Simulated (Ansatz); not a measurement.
Start from Ti2C (space group Fd-3m, No. 227; a cell from a computed database, its experimental status unchecked).

```yaml
crystal:
  lattice:
    - [0.00000, 4.27441, 4.27441]
    - [4.27441, 0.00000, 4.27441]
    - [4.27441, 4.27441, 0.00000]
  atoms:
    - { symbol: Ti, position: [0.35729, 0.88090, 0.88090] }
    - { symbol: Ti, position: [0.36910, 0.36910, 0.89271] }
    - { symbol: Ti, position: [0.88090, 0.35729, 0.88090] }
    - { symbol: Ti, position: [0.36910, 0.36910, 0.36910] }
    - { symbol: Ti, position: [0.88090, 0.88090, 0.88090] }
    - { symbol: Ti, position: [0.36910, 0.89271, 0.36910] }
    - { symbol: Ti, position: [0.88090, 0.88090, 0.35729] }
    - { symbol: Ti, position: [0.89271, 0.36910, 0.36910] }
    - { symbol: C, position: [0.12500, 0.12500, 0.12500] }
    - { symbol: C, position: [0.62500, 0.12500, 0.12500] }
    - { symbol: C, position: [0.12500, 0.12500, 0.62500] }
    - { symbol: C, position: [0.12500, 0.62500, 0.12500] }
```

Calculations: PBEsol (Ansatz, a first-principles code), scalar-relativistic without spin-orbit coupling.

One change was made to it. Results:

```
quantity                             base       after
-----------------------------  ----------  ----------
shortest interatomic distance     2.088 Å     2.087 Å
density                        4.58 g/cm³  4.59 g/cm³
```

Q: Name the change that was made.
A) pressure 5 GPa
B) pressure 3 GPa
C) pressure 0.3 GPa
D) pressure 7.5 GPa
E) pressure 10 GPa

A: C, pressure 0.3 GPa. For comparison, the density in the other runs: pressure 3 GPa gives 4.67 g/cm³; pressure 10 GPa gives 4.86 g/cm³; pressure 7.5 GPa gives 4.80 g/cm³; pressure 5 GPa gives 4.73 g/cm³.

Load acts through the strain it causes; cell and atoms are relaxed under it. No phonon test of stability was made. No other phases were tried under pressure. All final runs are without spin polarisation.
